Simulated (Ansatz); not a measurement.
Re₃Ru (model structure, started from the A15 type, Pm-3n, No. 223, 8 atoms in the cell), treated with LDA in Ansatz (plane waves, PAW).

Settings: plane-wave cutoff 520 eV, 12×12×12 k mesh, Fermi–Dirac smearing 0.05 eV, no spin polarisation, scalar-relativistic PAW data made under PBE.

Cell (relaxed at this level):

Re3Ru is taken in the cubic space group Pm-3n (No. 223), the A15 (Cr3Si type) structure, Pearson symbol cP8. Cell: a = 4.8464 Å, b = 4.8464 Å, c = 4.8464 Å, α = 90.00°, β = 90.00°, γ = 90.00°. Re on 6c has 2 Re at 2.423 Å and 8 Re at 2.968 Å and 4 Ru at 2.709 Å. Ru on 2a is coordinated by 12 Re at 2.709 Å. (Neighbours: up to the widest gap in distance over summed covalent radii, below 1.35, at either atom.)

Task: What does this level give for the bulk modulus B0?

Result: 
bulk modulus B0: 385 GPa

Note: the run has no spin polarisation, so it can have missed a magnetic state; the bulk modulus is −V dP/dV from two relaxed cells at ±2 % in volume; the relaxation could raise the start's symmetry but not lower it, so the cell can be a saddle point.

Spin–orbit coupling is not included.

The result took very roughly 3 core-minutes.

A model structure was made by putting elements into a prototype or built by hand; it is no filed structure, need not be a known phase, and can be a saddle point held by its symmetry.

Ansatz is a first-principles code.
